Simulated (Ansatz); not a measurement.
These are PBE (plane waves to 420 eV, PAW; Ansatz, a quantum-chemistry and plane-wave program) values and carry that method's errors.

Electrostatic potential energy of an electron, averaged over planes parallel to the surface, in eV from the Fermi level, for C on the 1x1 (110) surface of bcc W, one in a 2x2 cell, started at the site 'hollow W-W-W':

| z (Å) | V (eV) |
|---|---|
| 5.20 | 4.78 |
| 5.49 | 4.78 |
| 5.78 | 4.77 |
| 6.07 | 4.77 |
| 6.36 | 4.76 |
| 6.64 | 4.73 |
| 6.93 | 4.69 |
| 7.22 | 4.60 |
| 7.51 | 4.41 |
| 7.80 | 4.04 |
| 8.09 | 3.29 |
| 8.38 | 1.81 |
| 8.67 | -1.12 |
| 8.96 | -7.22 |
| 9.24 | -15.18 |
| 9.53 | -20.64 |
| 9.82 | -21.00 |
| 10.11 | -16.16 |
| 10.40 | -8.60 |
| 10.69 | -3.56 |
| 10.98 | -4.76 |
| 11.27 | -11.50 |
| 11.56 | -18.73 |
| 11.84 | -21.99 |
| 12.13 | -19.67 |
| 12.42 | -12.86 |
| 12.71 | -5.45 |
| 13.00 | -2.62 |
| 13.29 | -5.58 |
| 13.58 | -12.98 |
| 13.87 | -19.68 |
| 14.16 | -21.87 |
| 14.44 | -18.51 |
| 14.73 | -11.23 |
| 15.02 | -4.47 |
| 15.31 | -3.00 |
| 15.60 | -7.54 |
| 15.89 | -15.20 |
| 16.18 | -20.69 |
| 16.47 | -21.25 |
| 16.76 | -16.90 |
| 17.04 | -10.27 |
| 17.33 | -4.48 |
| 17.62 | -0.61 |
| 17.91 | 2.38 |
| 18.20 | 3.96 |
| 18.49 | 4.63 |
| 18.78 | 4.92 |
| 19.07 | 5.06 |
| 19.36 | 5.11 |
| 19.64 | 5.14 |
| 19.93 | 5.15 |
| 20.22 | 5.16 |
| 20.51 | 5.16 |
| 20.80 | 5.16 |
| 21.09 | 5.16 |
| 21.38 | 5.16 |
| 21.67 | 5.16 |

Set-up: 17 atoms, 6.6 Å thick at the start under the adsorbate (thin: gaps and levels are the slab's own); mesh 6x6x1; 0.1 eV smearing; dipole correction on; 8 atoms held, the rest relaxed; symmetry of the start imposed; no spin, no spin-orbit, no U, no dispersion correction. At the end it is bonded to 4 W. In PBE it is, or lies within 0.03 eV of, the lowest of the starts that converged.

Problem. The surface cell has an area of 28.68 Å². What dipole along the normal does the step between the two vacuum levels imply?

Solution. the top vacuum level lies 0.38 eV above the bottom one; p = −ε₀ A ΔV (ε₀ = 0.005526 e/(V·Å)) gives -0.06 e·Å a cell.
